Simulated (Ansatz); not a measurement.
Consider the following.

End structure of the (20-23) surface of hcp Be in its 1x1 cell, outermost plane spacing 0.13 Å in the ideal cut:

```yaml
crystal:
  lattice:
    - [2.26165, 0.00000, 0.00000]
    - [-1.13082, 9.24535, 0.00000]
    - [0.00000, 0.00000, 26.00000]
  atoms:
    - { symbol: Be, position: [0.79494, 0.59006, 0.31443] }
    - { symbol: Be, position: [0.91527, 0.82986, 0.31453] }
    - { symbol: Be, position: [0.51257, 0.02514, 0.33431] }
    - { symbol: Be, position: [0.63453, 0.26857, 0.34191] }
    - { symbol: Be, position: [0.22845, 0.45667, 0.36673] }
    - { symbol: Be, position: [0.35024, 0.70051, 0.37175] }
    - { symbol: Be, position: [0.94604, 0.89204, 0.39576] }
    - { symbol: Be, position: [0.06674, 0.13307, 0.39744] }
    - { symbol: Be, position: [0.66342, 0.32685, 0.42429] }
    - { symbol: Be, position: [0.78374, 0.56755, 0.42952] }
    - { symbol: Be, position: [0.38006, 0.76027, 0.45528] }
    - { symbol: Be, position: [0.49952, 0.99894, 0.45801] }
    - { symbol: Be, position: [0.09586, 0.19193, 0.48229] }
    - { symbol: Be, position: [0.21603, 0.43200, 0.48711] }
    - { symbol: Be, position: [0.81272, 0.62549, 0.51290] }
    - { symbol: Be, position: [0.93289, 0.86556, 0.51771] }
    - { symbol: Be, position: [0.52923, 0.05855, 0.54199] }
    - { symbol: Be, position: [0.64869, 0.29723, 0.54472] }
    - { symbol: Be, position: [0.24501, 0.48995, 0.57048] }
    - { symbol: Be, position: [0.36532, 0.73064, 0.57572] }
    - { symbol: Be, position: [0.96201, 0.92442, 0.60257] }
    - { symbol: Be, position: [0.08271, 0.16545, 0.60424] }
    - { symbol: Be, position: [0.67851, 0.35698, 0.62825] }
    - { symbol: Be, position: [0.80030, 0.60082, 0.63327] }
    - { symbol: Be, position: [0.39421, 0.78892, 0.65809] }
    - { symbol: Be, position: [0.51618, 0.03235, 0.66569] }
    - { symbol: Be, position: [0.11348, 0.22764, 0.68547] }
    - { symbol: Be, position: [0.23380, 0.46743, 0.68557] }
```

Slab: 28 atoms, 10.0 Å thick at the start (thin: gaps and levels are the slab's own); k 17x4x1, smearing 0.1 eV, dipole-corrected; all atoms relaxed; held to the part of the start's symmetry that mesh and held atoms allow; no spin, no spin-orbit, no U.

Problem. What is the computed surface energy (mean of both faces) (PBE (Ansatz, a program for electronic structure))?

Solution. 2.18 J/m²

Problem. Give the work function of the top face at the level PBE.

Solution. 4.71 eV
